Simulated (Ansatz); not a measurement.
# What x(Ir) = 0.667, 12 atoms, C2/m does to CoPtO2

The parent structure is CoPtO$_{2}$ (space group R-3m, No. 166; a = 2.809 Å, c = 17.716 Å (hexagonal axes); non-magnetic).

The other end (x = 1) is IrPtO$_{2}$ (space group R-3m, No. 166; a hypothetical phase, not in the database extracts checked): 12.17 Å³/atom, gap zero; this end may not be an ambient phase.

It is then changed as follows: a fraction x = 0.667 of the Co sites is given to Ir, ordered in a cell of 12 atoms (starting symmetry C2/m) and fully relaxed.

Calculations: PBEsol, PAW, 420 eV (Ansatz, a first-principles code; spin-orbit coupling left out). Γ-centred 9×9×7 mesh, Fermi–Dirac width 0.05 eV, for the changed cell.

Volume per atom: 11.45 Å³ (base 10.09 Å³)
Density: 13.60 g/cm³ (base 11.77 g/cm³)
Band gap: zero (base zero)
Mixing energy: 0.00 eV/atom (to 0.01 eV only: unlike meshes or grids) (against an end that may be hypothetical)
Deviation of the volume from the linear (Vegard-type) interpolation: -0.3 %

These are small ordered cells, not random alloys; other orderings at the same x differ. Whether these cells are dynamically stable was not tested. Starting moments died away, wholly or in part, for x(Ir) = 0.667, 12 atoms, C2/m and the base; another magnetic solution may exist. No Hubbard U is applied and the magnetic state is the run's own (CoIr2Pt3O6 non-magnetic; CoPtO2 non-magnetic); small cells can't hold the antiferromagnetic order that many such compounds have, so gaps and moments can be off. All final runs are without spin polarisation. An odd electron count without spin: CoIr2Pt3O6, CoPtO2 and IrPtO2.
